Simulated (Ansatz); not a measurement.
An input for Ansatz (PBEsol) and the part of its output that reports the quasi-harmonic study. Lengths are of the primitive cell. 

Ansatz 0.2 input:
```yaml
crystal:
  lattice:
    - [3.0692457853, 0.0, 0.0]
    - [-1.5346228926, 2.6580448205, 0.0]
    - [0.0, 0.0, 3.4830288486]
  atoms:
    - { symbol: Mg, position: [0.0, 0.0, 0.0] }
    - { symbol: B, position: [0.6666666667, 0.3333333333, 0.5] }
    - { symbol: B, position: [0.3333333333, 0.6666666667, 0.5] }
kpoints:
  mp_grid: { grid: [12, 12, 9] }
hamiltonian:
  xc: pbesol
  pseudopotentials: { kind: paw }
scf:
  occupations: { method: methfessel_paxton, width: 0.15 }
phonons:
  method: dfpt
  qmesh: [4, 4, 3]
  temperatures: { t_max: 1000, t_step: 25 }
  thermal_expansion: {}
checkpoint:
  write: run
```

```
--- Thermal expansion: 19 cells in 3 rounds, 0 GPa ---
  no lower state was reached at cell 6; its state was not examined: fill_not_monotonic
  without vibrations: a 3.06659, b 3.06659, c 3.48668 Å, V 28.3957 Å³, B 146.99 GPa
  at 0 K: a 3.07819, b 3.07819, c 3.50441 Å, V 28.7565 Å³, B 142.63 GPa
  zero-point expansion: a +0.378, b +0.378, c +0.508, V +1.271 %
      T/K        a/Å        b/Å        c/Å       V/Å³ | expansion of a, b, c, V (1e-6/K)   | that of V in the mean from 25 °C | C_P, C_V (J/mol K of the cell) | B_T, B_S (GPa)
     0.00    3.07819    3.07819    3.50441    28.7565 |    0.00    0.00    0.00    0.00 |   12.48 |     0.000     0.000 |   142.63   142.63
   100.00    3.07828    3.07828    3.50482    28.7615 |    1.10    1.10    4.27    6.47 |   17.90 |    11.043    11.032 |   142.42   142.55
   200.00    3.07901    3.07901    3.50768    28.7987 |    3.66    3.66   11.40   18.73 |   23.01 |    34.168    33.996 |   141.29   142.01
   298.15    3.08045    3.08045    3.51234    28.8639 |    5.72    5.72   15.26   26.70 |       - |    49.931    49.415 |   139.62   141.08
   375.00    3.08194    3.08194    3.51673    28.9280 |    6.79    6.79   17.19   30.78 |   28.89 |    57.781    56.926 |   138.11   140.18
   475.00    3.08418    3.08418    3.52313    29.0227 |    7.67    7.67   19.06   34.40 |   31.12 |    64.395    63.059 |   135.98   138.86
   575.00    3.08663    3.08663    3.53013    29.1266 |    8.17    8.17   20.62   36.97 |   32.88 |    68.683    66.840 |   133.72   137.40
   675.00    3.08920    3.08920    3.53768    29.2376 |    8.44    8.44   22.12   39.00 |   34.36 |    71.690    69.316 |   131.34   135.84
   775.00    3.09183    3.09183    3.54579    29.3545 |    8.53    8.53   23.70   40.76 |   35.64 |    73.966    71.032 |   128.85   134.17
   875.00    3.09446    3.09446    3.55451    29.4768 |    8.47    8.47   25.48   42.42 |   36.81 |    75.814    72.285 |   126.24   132.40
   975.00    3.09705    3.09705    3.56394    29.6046 |    8.25    8.25   27.60   44.10 |   37.92 |    77.419    73.245 |   123.49   130.53
  stiffness (GPa) against the strains that keep the symmetry, 3 along the crystal's axis
    without vibrations: C11 + C12 507.52, C13 28.19, C33 279.16
  the static fit leaves 0.004 meV an atom of the energies and, of the stresses, 0.004 GPa of each cell's largest along a strain (root mean squares over the cells), whose Pulay part it has at -0.011 GPa
  vibrations' free energy: its fit leaves 0.0019 meV an atom at the most
  the electrons' free energy at temperature is in it; its fit leaves 0.0008 meV an atom at the most
  free energies summed between the sampled wave vectors
  estimated error of the fitted expansion in any direction: up to 0.817e-6/K, at 1000 K (an estimate, not a bound: it was exceeded on models of known expansion)
  by sums over the sampled wave vectors an expansion of the volume parts by up to 0.16e-6/K
  by a static energy of one degree less an expansion of the volume parts by up to 0.05e-6/K
  the FFT grids of the static calculations differ: 24 × 24 × 25, 24 × 24 × 27
```

Warnings of the run: completed_step_reentered, occupations_restored, phonon_interpolation_lacks_quadrupole_term, relax_continuation, seed_accepted, thermal_expansion_settings, resumed_after_interruption.

Whether this phase is the stable one at each condition was not tested.

The PAW data sets were generated under PBE and serve the other functionals too.

Ansatz is a program for electronic structure.
